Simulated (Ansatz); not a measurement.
We consider TiSeS (P3m1, No. 156, 3 atoms in the cell; start mp-1216698), described by LDA (PAW; Ansatz, a program for electronic structure).

Input:

Ansatz 0.2 input:
```yaml
crystal:
  lattice:
    - [3.4158772549, 0.0, 0.0]
    - [-1.7079386274, 2.9582364789, 0.0]
    - [0.0, 0.0, 5.7516224767]
  atoms:
    - { symbol: Ti, position: [0.3333333333, 0.6666666667, 0.9847643541] }
    - { symbol: Se, position: [0.6666666667, 0.3333333333, 0.2671840898] }
    - { symbol: S, position: [0.0, 0.0, 0.7480515561] }
basis:
  ecutwfc: 520
  ecutrho_ratio: 4
  xc_grid: 2
kpoints:
  mp_grid: { grid: [18, 18, 10] }
hamiltonian:
  xc: lda
  dispersion: none
  pseudopotentials: { kind: paw }
scf:
  occupations: { method: fermi_dirac, width: 0.05 }
  convergence: { dr2_threshold: 0.0000000003 }
output:
  forces: true
  stress: true
  eigenvalues: true
```

From the output:

```
Crystal: 3 atoms, lattice volume = 58.120 Å³
Basis set: ecut = 520 eV, 1557 PW (Γ), exchange–correlation on 54×54×90 points (8 copies of the dense FFT grid, shifted against one another)
Bands: 21, of which v1, the nominal top of the filled ones, is band 17 counted from 1 (16 counted from 0)
Symmetry: 6 space group operations
Space group: P3m1 (ITA 156), of the structure as read, at distance tolerance 3.9e-5 Å
k-points: 330 of 3240 (time reversal used)
Functional: x = slater, c = lda
SCF iter   1: F=—  HF=-8706.902750 eV  |F-HF|=—  |Δ(HF+E_count)|=         —  Δρ=6.51e-3  dr2=3.66e-2
SCF iter   2: F=—  HF=-8706.898717 eV  |F-HF|=—  |Δ(HF+E_count)|=   4.03e-3  Δρ=3.16e-3  dr2=1.57e-2
  ...
SCF iter   7: F=—  HF=-8706.895175 eV  |F-HF|=—  |Δ(HF+E_count)|=   3.90e-9  Δρ=3.47e-6  dr2=9.63e-9
SCF iter   8: F=-8706.895175 eV  HF=-8706.895175 eV  |F-HF|=9.28e-11  |Δ(HF+E_count)|=  6.18e-11  Δρ=4.92e-7  dr2=1.68e-10
SCF 1 converged in 8 iterations: F = -8706.895175 eV  dr2 = 1.68e-10
SCF converged after 8 iterations
Free energy (F): -8706.895175 eV
Internal energy: -8706.888316 eV  (E = F + TS)
E sigma→0 (E₀):  -8706.891745 eV
Fermi energy:    9.289078 eV
--- Forces (eV/Å), atoms counted from 1 ---
  atom   1  Ti     0.00000000     0.00000000     0.00398600
  atom   2  Se     0.00000000    -0.00000000    -0.32429028
  atom   3  S      0.00000000     0.00000000     0.32029886
--- Stress (GPa, compression-positive) ---
       -3.431093       0.000000       0.000000
        0.000000      -3.431093       0.000000
       -0.000000       0.000000      -3.225883
  P = ⅓ Tr σ = -3.3627 GPa (-33.627 kbar)
```

The PAW data were made under PBE.

Note: cell and atoms aren't relaxed at this level (largest force component 0.32 eV/Å, pressure -3.4 GPa). Note: the cell has widely spaced layers and the level no dispersion term, so their spacing and the moduli can rest on weak binding.

A start named mp-… is a Materials Project structure, which need not be a measured phase.
